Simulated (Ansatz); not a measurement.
The starting structures come from a database of crystals and need not be the phases stable at ambient conditions.

 Where the default PAW files enter, the runs use the earlier of Ansatz's two default sets.

By LDA, the system below comes out a metal.

A figure of merit of an interconnect metal is its ballistic conductance per area.

Consider the following.

```yaml
crystal:
  lattice:
    - [4.12294, 0.00000, 0.00000]
    - [0.00000, 5.13888, 0.00000]
    - [2.06147, 0.00000, 3.57057]
  atoms:
    - { symbol: Ba, position: [0.00000, 0.00000, 0.00000] }
    - { symbol: Si, position: [0.66667, 0.50000, 0.66667] }
    - { symbol: Si, position: [0.33333, 0.50000, 0.33333] }
```

Space group of this cell: P6/mmm. The cell is taken as given; by LDA its mean pressure is -3.3 GPa.

The current flows along the normal of the first two printed cell vectors, the (100) plane of the conventional cell. No spin-orbit coupling; the value is a mean over 0.1 eV about the Fermi level.

Q: Predict the ballistic conductance per area from LDA (Ansatz, a program for electronic structure).

A: 0.72 × 10¹⁵ S/m² for both spins.
